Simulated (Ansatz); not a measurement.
Corundum Ga₂O₃ (metastable phase) was calculated with PBE-D3(BJ) (Ansatz, a first-principles code, PAW).

Numerical settings: plane-wave cutoff 500 eV, 8×8×8 k mesh, gaussian smearing 0.02 eV, scalar-relativistic PAW data made under PBE.

Cell (relaxed at this level):

```
Ga2O3
1.0
    4.73826    -2.51597    -0.00405
    4.73826     2.51597    -0.00405
    3.40585     0.00000     4.14504
Ga O
4 6
Direct
  0.85590   0.85590   0.85590
  0.35590   0.35590   0.35590
  0.14410   0.14410   0.14410
  0.64410   0.64410   0.64410
  0.44685   0.05315   0.75000
  0.05315   0.75000   0.44685
  0.55315   0.94685   0.25000
  0.25000   0.55315   0.94685
  0.94685   0.25000   0.55315
  0.75000   0.44685   0.05315
```

Problem. What does this level give for the band gap?

Solution. 
- band gap = 2.60 eV (on the SCF k mesh)

Spin–orbit coupling is not included.

Computed values are for the static lattice.
